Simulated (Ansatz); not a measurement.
A self-consistent single point of TiSb (R3m, 2 atoms in the cell) with Ansatz (an electronic-structure program).

Method: revPBE, default PAW files made with PBE (plane waves; Ansatz).

```
CELL_PARAMETERS angstrom
      2.05481     1.18634     3.51680
     -2.05481     1.18634     3.51680
      0.00000    -2.37269     3.51680
ATOMIC_POSITIONS crystal
  Ti 0.76240 0.76240 0.76240
  Sb 0.23760 0.23760 0.23760
```

Reference input (self-consistent single point, DFT, revPBE, plane waves, default PAW files made with PBE): kpoints.mp_grid.grid = 10 10 10; hamiltonian.xc = revpbe; hamiltonian.pseudopotentials = {kind: paw} (the program's default PAW files); scf.occupations.method = fermi_dirac; scf.occupations.width = 0.1 eV. This run's input differs from it in these lines:

Ansatz 0.2 input:
```diff
@@ -15,3 +15,3 @@
 scf:
-  occupations: { method: fermi_dirac, width: 0.1 eV }
+  occupations: { method: fermi_dirac, width: 0.2 eV }
 output:
```

Output, abridged:

```
SCF iter   1: F=—  HF=-8993.903231 eV  |F-HF|=—  |Δ(HF+E_count)|=         —  Δρ=2.57e-3  dr2=2.06e-3  ethr=1.77e-3  ⟨swp⟩=5.0  Hψ=10767  notcnv=0
all-band conjugate gradients solve this SCF's bands
preconditioner: auto → Kerker (q_TF=auto, 2.450 Å⁻¹)
SCF iter   2: F=—  HF=-8993.903377 eV  |F-HF|=—  |Δ(HF+E_count)|=   1.46e-4  Δρ=1.31e-3  dr2=5.04e-4  ethr=7.62e-6  ⟨swp⟩=2.1  Hψ=4473  notcnv=0
SCF iter   3: F=—  HF=-8993.903675 eV  |F-HF|=—  |Δ(HF+E_count)|=   2.98e-4  Δρ=2.81e-4  dr2=3.35e-5  ethr=1.87e-6  ⟨swp⟩=2.9  Hψ=3718  notcnv=0
SCF iter   4: F=—  HF=-8993.903703 eV  |F-HF|=—  |Δ(HF+E_count)|=   2.75e-5  Δρ=7.85e-5  dr2=5.26e-6  ethr=1.24e-7  ⟨swp⟩=2.4  Hψ=3276  notcnv=0
SCF iter   5: F=—  HF=-8993.903704 eV  |F-HF|=—  |Δ(HF+E_count)|=   8.34e-7  Δρ=1.70e-5  dr2=1.73e-7  ethr=1.95e-8  ⟨swp⟩=2.9  Hψ=3583  notcnv=0
SCF iter   6: F=-8993.903704 eV  HF=-8993.903704 eV  |F-HF|=7.40e-9  |Δ(HF+E_count)|=   3.95e-8  Δρ=7.13e-6  dr2=3.15e-8  ethr=3.70e-10  ⟨swp⟩=5.0  Hψ=7176  notcnv=0
SCF 1 converged in 6 iterations: F = -8993.903704 eV  dr2 = 3.15e-8
Free energy (F): -8993.903704 eV
Internal energy: -8993.554401 eV  (E = F + TS)
E sigma→0 (E₀):  -8993.729052 eV
Entropy (-TS):   -0.349303 eV (-174.651 meV/atom)
Fermi energy:    10.317652 eV
--- Forces (eV/Å), atoms counted from 1 ---
  atom   1  Ti    -0.00000000    -0.00000004    -0.83468208
  atom   2  Sb     0.00000000     0.00000004     0.83468577
--- Stress (GPa, compression-positive) ---
       -5.068999       0.000000      -0.000000
        0.000000      -5.068999      -0.000000
       -0.000000      -0.000000      -7.284885
  P = ⅓ Tr σ = -5.8076 GPa (-58.076 kbar)
  The stress holds the Pulay correction. Without it, at fixed plane waves, as pw.x and ABINIT print it: P = -5.8322 GPa
```

The run converged in 6 iterations. Against the reference run the free energy goes down by 68.2 meV/atom, the pressure goes from -6.46 to -5.81 GPa and the largest force hardly changes (0.832 to 0.835 eV/Å).

The starting cell was generated: these elements placed on a structure prototype, without a prior relaxation; it need not be a known phase or ordering of this composition. Spin polarisation is off. With a pressure of about -6 GPa the cell is away from its equilibrium volume at this level. Ansatz's pressure includes its estimate of the finite-basis (Pulay) stress.
